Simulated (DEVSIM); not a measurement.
Structure: Schottky contact on n-type Si, at 300 K.

Layer 1 from the left is Si, thickness (μm) 0.930, Nd (cm⁻³) 4.2e15, τn (s) 1.1e-7, τp (s) 1.1e-7.

Left contact: Schottky, work function 4.51 eV, emission velocity 5.7e6 cm/s. Right contact: ohmic. Voltage is applied to the left contact. Recombination: SRH at mid-gap. Mobility is constant in doping.

The device is made up for the run: typed textbook-type constants, with dimensions and the other settings drawn at random. Values at 300 K.

Si: gap (eV) 1.124, affinity (eV) 4.05, permittivity 11.7, Nc (cm⁻³) 2.86e19, Nv (cm⁻³) 3.1e19, μn (cm²/Vs) 1417, μp (cm²/Vs) 470.

Problem. Estimate by hand the built-in potential, the peak field at zero bias, the capacitance at -0.6 V, and compare with a numerical solution.

Solution. 
- Built-in potential: barrier φB = 0.460 eV; Vbi = φB − kT/q ln(N_band/N) = 0.232 V; numerical 0.232 V.
- Peak field at zero bias: depletion approximation: W = √(2εVbi/(qN)) = 0.267 μm with N = 4.20e15 cm⁻³; field = 2Vbi/W = 17400 V/cm; numerical 16300 V/cm (estimate above by 6.3 %).
- Capacitance at -0.6 V: C = √(qεN / 2(Vbi + |V|)) = 20.5 nF/cm²; numerical 20.8 nF/cm² (estimate below by 1.5 %).

DEVSIM, 1D drift-diffusion, Boltzmann statistics, complete ionisation; no tunnelling, impact ionisation, image-force lowering or self-heating. Metal contacts follow the ideal Schottky-Mott rule: no Fermi-level pinning, no interface dipoles.
